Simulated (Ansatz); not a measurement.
## A computed series for PbS: pressure series

Take PbS in the rock salt structure (space group Fm-3m, No. 225; a = 5.903 Å) as the base.

Cell and atoms are relaxed at each pressure.

Computed with PBEsol in Ansatz (plane waves to 420 eV, PAW, no spin-orbit coupling).

Candidates:
(a) pressure −2 GPa
(b) pressure 2.1 GPa
(c) pressure 0.9 GPa
(d) pressure −1 GPa

Base values:

Width of the top valence band: 3.58 eV

**Question.** Order them by width of the top valence band, highest first.

**Answer.** (b) pressure 2.1 GPa (3.85 eV), (c) pressure 0.9 GPa (3.70 eV), (d) pressure −1 GPa (3.45 eV), (a) pressure −2 GPa (3.30 eV)

With Pb present, leaving out spin-orbit coupling can change the band edges. The levels and masses belong to the bands next to the band gap. Load acts through the strain it causes; cell and atoms are relaxed under it. No phonon test of stability was made.

Ansatz is a quantum-chemistry and plane-wave program.
